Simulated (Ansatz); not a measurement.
Consider the following.

```yaml
crystal:
  lattice:
    - [0.00000, 2.10703, 2.10703]
    - [2.10703, 0.00000, 2.10703]
    - [2.10703, 2.10703, 0.00000]
  atoms:
    - { symbol: Mg, position: [0.00000, 0.00000, 0.00000] }
    - { symbol: O, position: [0.50000, 0.50000, 0.50000] }
```

Method: r2SCAN, rigid bands (plane waves, PAW, scalar-relativistic; Ansatz, an electronic-structure program). Condition of this run: functional r2SCAN on the same cell. How the cell was made: cell and atoms relaxed with PBEsol.

Question: What conductivity effective mass do dilute holes have at 300 K?

Answer: 2.3 mₑ.

Question: What conductivity effective mass do dilute electrons have at 300 K?

Answer: 0.37 mₑ.

Question: And the band gap?

Answer: 5.61 eV at this level; semilocal functionals usually fall short of the measured gap.

Rigid bands, one relaxation time for all states, no polarons. Spin-orbit coupling is left out. Geometry: cell and atoms relaxed with PBEsol.
